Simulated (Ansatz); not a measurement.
# Mg2Ge: isotropic strain +1.44 %

Consider Mg2Ge in the anti-fluorite structure (space group Fm-3m, No. 225; a = 6.421 Å).

The change: an isotropic linear strain of +1.44 %; the atoms relax in the strained cell.

Level of theory: PBE/PAW in Ansatz (a program for electronic structure), scalar-relativistic without spin-orbit coupling. Γ-centred 9×9×9 mesh, Fermi–Dirac width 0.05 eV.

```tsv
quantity	base	changed	shift
volume per atom	22.06 Å³	23.03 Å³	+0.97 Å³
shortest interatomic distance	2.780 Å	2.821 Å	+0.0400 Å
energy relative to the base (free energy F)	0 meV/atom	+6.1 meV/atom	+6.1 meV/atom
pressure	0.0 kbar	-19.5 kbar	-19.5 kbar
band gap	0.17 eV	0.20 eV	+0.036 eV
gap character	indirect, Γ → X	indirect, Γ → X	–
mean gap deformation potential ΔEg/Δln V	–	+0.8 eV	–
width of the top valence band	2.65 eV	2.56 eV	-0.095 eV
electron mass	0.55 mₑ along k, 0.19 mₑ across (at X)	0.55 mₑ along k, 0.19 mₑ across (at X)	–
hole mass (degenerate bands, along [100])	0.071, 0.35, 0.35 mₑ (at Γ)	0.056, 0.34, 0.34 mₑ (at Γ)	–
valley order (the lowest conduction-band minima on the path, energy above the VBM, named in the base's zone)	X along ⟨100⟩ 0.17 eV; L along ⟨111⟩ 0.94 eV; Γ 0.95 eV	X along ⟨100⟩ 0.20 eV; Γ 0.71 eV; L along ⟨111⟩ 0.76 eV	–
```

Final structure:

```
CELL_PARAMETERS angstrom
      0.00000     3.25686     3.25686
      3.25686     0.00000     3.25686
      3.25686     3.25686     0.00000
ATOMIC_POSITIONS crystal
  Ge 0.00000 0.00000 0.00000
  Mg 0.25000 0.25000 0.25000
  Mg 0.75000 0.75000 0.75000
```

Cost of the whole job for the changed cell (relaxation, final SCF and bands): roughly 11 core-seconds.

Masses are band curvatures over ±0.01 Å⁻¹ around the edge. Along k means along the line from Γ to the band edge. Stability against distortions was not tested. The zero or small gap of Mg2Ge can change with the level of theory.
